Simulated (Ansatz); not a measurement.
Cost and result by functional for the adsorption energy of CH3 on the 1x1 (100) surface of monoclinic HfO2 (cut with top plane 2 O), one in a 1x1 cell, started at the site 'bridge O-O (span 5.2 Å)', in Ansatz (plane waves, PAW). Single points on the PBE structure, on one kind of machine; costs are rough ratios of the slab run's core time (references not counted) to the cheapest single point. r2SCAN's cost holds its higher cutoff (500 against 420 eV). Differences are taken against r2SCAN for comparison alone: no measured value is at hand, so the table doesn't rank accuracy. The points keep PBE's geometry, so the relaxation of a polaron and the settling of charge on one site are left out.

Host crystal: monoclinic HfO2, with a band gap (PBE, scalar-relativistic without spin-orbit coupling).

Slab: 28 atoms, 9.3 Å thick at the start under the adsorbate (thin: gaps and levels are the slab's own); k 4x4x1, smearing 0.01 eV, dipole-corrected; 12 atoms held, the rest relaxed; no symmetry held; spin-polarised, ending with about 1.0 μB a cell; orders that need a larger cell were not tried, no spin-orbit, no U, no dispersion correction. At the end it is bonded to Hf. In PBE it is, or lies within 0.03 eV of, the lowest of the starts that converged. These notes are the PBE run's. r2SCAN: The program's check for a lower electronic state was not made. Adsorption energies are against CH4(g) − ½ H2(g). A negative adsorption energy means that the adsorbate is more stable on the surface than in its reference.

```csv
functional,relative cost,adsorption energy (eV),less r2SCAN (eV)
RPBE,1,2.22,0.35
r2SCAN,2,1.87,0.00
PBE (the relaxed run's value),–,2.13,0.26
```

The values span 0.35 eV, while the single points' costs differ by a factor of roughly 2. Differences are of unrounded values.

Ansatz is a program for electronic structure.
